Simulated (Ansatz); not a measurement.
**How far to go with the plane-wave cutoff: GePt (Pm, 8 atoms in the cell)**

```
GePt
1.0
    5.78479     0.00000     0.00000
    0.00000     3.74868     0.00000
    0.00000     0.00000     6.14212
Ge Pt
4 4
Direct
  0.81393   0.75000   0.59615
  0.18607   0.25000   0.41199
  0.68607   0.25000   0.08801
  0.31393   0.75000   0.91199
  0.00185   0.75000   0.19271
  0.99815   0.25000   0.80729
  0.49815   0.25000   0.69271
  0.50185   0.75000   0.30729
```

Computed with PBEsol, default PAW files made with PBE (plane waves; Ansatz, a quantum-chemistry and plane-wave program).

Base settings: basis.ecutwfc = 30.9 Ry; kpoints.mp_grid.grid = 2 3 2; hamiltonian.xc = pbesol; hamiltonian.pseudopotentials = {kind: paw} (the program's default PAW files); scf.occupations.method = gaussian; scf.occupations.width = 0.0073 Ry.

The second cell is the first with its lattice scaled by 0.98.

The mesh stays at the base's, so the ladder's end is converged at best in this setting alone.

The first pressure column holds Ansatz's estimate of the finite-basis (Pulay) stress, which hides part of the cutoff error; the other is without it.

Only quantities that move along the ladder and can be compared are tabulated.

The count of work is k-points × plane waves × bands × iterations; it is no time. 

The starting cell comes from a database of computed structures (which also holds hypothetical and non-ambient phases and stackings), without a prior relaxation at this level. Its lattice was rescaled by up to half a per cent. One atom was moved a little off its site on purpose. Spin polarisation is off. In the base run, with a pressure of about -4 GPa the cell is away from its equilibrium volume at this level. Without a gap this mesh is coarse (it stands for a supercell whose shortest vector is 11 Å).

```tsv
basis.ecutwfc	free energy less the last step's (meV/atom)	energy of the compressed cell less the first (meV/atom)	pressure (GPa)	pressure without the Pulay estimate (GPa)	largest difference of a force vector from the last step's (eV/Å)	count of work / last
10.7 Ry	59723.52	-1109.87	8.53	-1778.81	0.949	0.089
12.5 Ry	26588.76	-282.91	-1.62	-968.15	1.306	0.11
14 Ry	13448.82	-562.69	-8.60	-576.43	0.811	0.12
15.4 Ry	6769.54	-150.39	-5.62	-338.41	0.446	0.14
16.9 Ry	3117.01	-55.60	-7.56	-183.59	0.236	0.13
18.4 Ry	1395.84	-31.76	-4.89	-97.14	0.187	0.14
21.7 Ry	178.25	13.48	-4.11	-20.81	0.045	0.18
24.6 Ry	22.12	6.20	-4.34	-6.98	0.009	0.19
27.9 Ry	2.90	5.72	-4.40	-4.57	0.001	0.23
30.9 Ry	1.77	5.55	-4.43	-4.48	0.001	0.27
33.8 Ry	0.99	5.52	-4.43	-4.49	0.000	0.31
37.1 Ry	0.40	5.49	-4.43	-4.46	0.000	0.36
41.5 Ry	0.19	5.48	-4.44	-4.44	0.000	0.42
46.3 Ry	0.12	5.47	-4.44	-4.44	0.000	0.49
54 Ry	0.06	5.47	-4.44	-4.44	0.000	0.62
61.7 Ry	0.02	5.46	-4.44	-4.44	0.000	0.76
74.2 Ry	0.00	5.46	-4.44	-4.44	0.000	1.0
```

Coarsest basis.ecutwfc that holds the free energy within 5 meV/atom of the last step, with all finer ones: 27.9 Ry, at 0.23 of the last step's count of work; the step before is off by 22 meV/atom.

Coarsest basis.ecutwfc that holds the forces within 0.01 eV/Å of the last step, with all finer ones: 24.6 Ry, at 0.19 of the last step's count of work; the step before is off by 0.045 eV/Å.

Coarsest basis.ecutwfc that holds the pressure within 0.05 GPa of the last step, with all finer ones: 27.9 Ry, at 0.23 of the last step's count of work; the step before is off by 0.10 GPa.

The energy difference between the two cells stays within 1 meV/atom of the last step's from 24.6 Ry on, the total only from 33.8 Ry on: much of the error is common to both cells and cancels.

At the lowest cutoff the pressure without the Pulay estimate lies 1770 GPa under the last step's, the usual sign of Pulay stress in an incomplete plane-wave basis.

Keys are those of Ansatz 0.2.
